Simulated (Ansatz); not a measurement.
Consider Zr in the hcp (Mg type) structure (space group P6_3/mmc, No. 194; a = 3.2443 Å, c = 5.1580 Å; relaxed with 0.1 eV smearing). Axes: x lies along a and z along c of the hexagonal cell.

The values are results of r2SCAN (Ansatz, a program for electronic structure), no spin-orbit coupling, not measurements.

Strains are applied to the cell and any free atomic positions relax.

One change was made to it. Results:

```tsv
quantity	base	after
pressure (mean of the normal stresses, compression positive)	0.0 GPa	1.4 GPa
shortest interatomic distance	3.187 Å	3.168 Å
```

### Question
Name the change that was made.
(A) uniaxial strain ε_xx = −1.50 %
(B) uniaxial strain ε_xx = −0.50 %
(C) uniaxial strain ε_xx = −2.50 %
(D) uniaxial strain ε_xx = −3.00 %

### Answer
A, uniaxial strain ε_xx = −1.50 %. For comparison, the pressure in the other runs: uniaxial strain ε_xx = −0.50 % gives 0.5 GPa; uniaxial strain ε_xx = −2.50 % gives 2.4 GPa; uniaxial strain ε_xx = −3.00 % gives 3.0 GPa.

Whether these cells are dynamically stable was not tested. The final runs are not spin-polarised.
